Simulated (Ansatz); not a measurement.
F on the 1x1 (0001) surface of hcp Co, ferromagnetic, one in a 1x1 cell, energies for each (5.4 Å²). Energies are against ½ F2(g), without zero-point or thermal terms; each row is named by its start. No converged result for: 1 more start.

Method: PBE (plane waves to 420 eV, PAW; Ansatz, a program for electronic structure).

Model: 5-atom slab, 6.0 Å thick at the start under the adsorbate (thin: gaps and levels are the slab's own), 14x14x1 mesh, Fermi-Dirac 0.1 eV, dipole correction, 2 atoms held, the rest relaxed; each run with such symmetry as its start has; spin-polarised, no spin-orbit, no U, no dispersion correction.

A negative adsorption energy means that the adsorbate is more stable on the surface than in its reference. Starts that drift may end in the same place. Heights count from the host atoms within 0.3 Å of the top one.

```json
[
 {"starting site": "hollow Co-Co-Co", "E_ads (eV)": "…", "height (Å)": "1.38", "nearest host atom (Å)": "Co 2.00", "bonded to": "3 Co", "Δ work function (eV)": "…", "lateral drift (Å)": "0.0", "moment (μB)": "7.3"},
 {"starting site": "hollow Co-Co-Co over Co at depth 2.0 Å", "E_ads (eV)": "-2.56", "height (Å)": "1.38", "nearest host atom (Å)": "Co 1.99", "bonded to": "3 Co", "Δ work function (eV)": "2.33", "lateral drift (Å)": "0.0", "moment (μB)": "7.4"},
 {"starting site": "bridge Co-Co (span 2.5 Å)", "E_ads (eV)": "-2.56", "height (Å)": "1.38", "nearest host atom (Å)": "Co 1.99", "bonded to": "3 Co", "Δ work function (eV)": "2.33", "lateral drift (Å)": "0.7", "moment (μB)": "7.4"}
]
```

Problem. What belongs in the gaps?

Solution. 
- hollow Co-Co-Co, E_ads (eV): -2.46
- hollow Co-Co-Co, Δ work function (eV): 2.52
